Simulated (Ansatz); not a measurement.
Consider GaP in the zinc blende structure (space group F-43m, No. 216; a = 5.439 Å).

One thing is altered: every P is replaced by Sb; the structure is relaxed again.

Levels (all Ansatz, a quantum-chemistry and plane-wave program, PAW, earlier PAW set): PBEsol (420 eV, scalar-relativistic without spin-orbit coupling); r2SCAN (500 eV, no spin-orbit coupling).

The geometry is relaxed with PBEsol.

- PBEsol band gap: zero
- PBEsol pressure: 0.0 GPa

### Question
What does r2SCAN give at this geometry for the band gap, electron mass, pressure and hole mass?

### Answer
The band gap goes from zero to 0.49 eV; the electron mass amounts to 0.027 mₑ (at Γ); the pressure goes from zero to 0.6 GPa; the hole mass (degenerate bands, along [100]) is 0.026, 0.26, 0.26 mₑ (at Γ).

Single points use the geometry relaxed with PBEsol. Their cutoffs differ, which shifts pressures a little. With Sb present, leaving out spin-orbit coupling can change the band edges. Effective masses come from finite differences of ±0.01 Å⁻¹. Stability against distortions was not tested. The final runs are not spin-polarised. The zero or small gap of GaSb can change with the level of theory.
